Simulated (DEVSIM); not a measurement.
Device: Si p+/n-/n+ power diode, at 400 K.

| layer (left to right) | material | thickness (μm) | Nd (cm⁻³) | Na (cm⁻³) | τn (s) | τp (s) |
|---|---|---|---|---|---|---|
| 1 | Si | 0.870 | - | 3.9e18 | 3.4e-6 | 3.4e-6 |
| 2 | Si | 44.0 | 5.4e15 | - | 3.4e-6 | 3.4e-6 |
| 3 | Si | 4.90 | 1.3e18 | - | 3.4e-6 | 3.4e-6 |

Left contact: ohmic. Right contact: ohmic. Voltage is applied to the left contact. Recombination: SRH at mid-gap, Auger. Gap narrowing is on: ΔEg = 6.92 meV × (l + √(l² + 0.5)), l = ln(N/1.3e17 cm⁻³), shared equally by both band edges. Mobility is μmin + (μ − μmin)/(1 + (N/Nref)^α).

Constants are typed, rounded textbook-type inputs, not results; the design itself was drawn at random and stands for no fabricated device. Values at 300 K; Nc and Nv go as T^1.5, mobilities as T to minus their exponent, the gap by Varshni's rule with the affinity fixed.

```csv
parameter,Si
gap (eV),1.124
affinity (eV),4.05
permittivity,11.7
Nc (cm⁻³),2.86e19
Nv (cm⁻³),3.1e19
μn (cm²/Vs),1417
μp (cm²/Vs),470
"μn,min",52
"μp,min",45
"Nref,n",9.7e16
"Nref,p",2.2e17
αn,0.68
αp,0.72
T exponent of μn,2.3
T exponent of μp,2.2
Cn (cm⁶/s),2.8e-31
Cp (cm⁶/s),9.9e-32
Varshni α (eV/K),0.000473
Varshni β (K),636
```

Model (solved in DEVSIM): 1D drift-diffusion, Boltzmann statistics, complete ionisation; no tunnelling, impact ionisation, image-force lowering or self-heating.

### Question
Tabulate band edges, carrier densities and field at 0.9 V on the left contact.

### Answer
Energies count from the Fermi level of the right contact; mesh points crowd at the junctions.

```csv
x (μm),Ec (eV),Ev (eV),n (cm⁻³),p (cm⁻³),field (V/cm)
0.000,0.063,-0.986,3.3e7,3.9e18,26
0.05858,0.063,-0.986,1.1e16,3.9e18,26
0.2520,0.063,-0.986,4.5e16,3.9e18,25
0.6653,0.064,-0.985,1.2e17,4.0e18,24
0.8480,0.065,-0.984,1.5e17,4.0e18,16
0.8885,0.033,-1.063,3.9e17,4.1e17,-2100
1.003,0.032,-1.064,4.0e17,4.0e17,26
1.680,0.034,-1.062,4.0e17,3.9e17,26
3.923,0.039,-1.056,4.0e17,3.9e17,26
11.74,0.060,-1.036,3.9e17,3.8e17,27
31.93,0.114,-0.982,3.9e17,3.8e17,26
42.56,0.141,-0.955,4.0e17,3.9e17,25
44.23,0.145,-0.951,4.0e17,4.0e17,25
44.71,0.146,-0.950,4.0e17,4.0e17,25
44.86,0.143,-0.952,4.4e17,3.6e17,-5700
44.91,0.100,-0.964,1.6e18,2.6e17,36
45.05,0.100,-0.963,1.6e18,2.5e17,39
45.57,0.102,-0.961,1.5e18,2.3e17,39
48.21,0.114,-0.950,1.4e18,9.7e16,46
49.34,0.119,-0.945,1.3e18,2.9e16,51
49.66,0.121,-0.943,1.3e18,7.2e15,53
49.77,0.121,-0.942,1.3e18,6.4e7,53
```
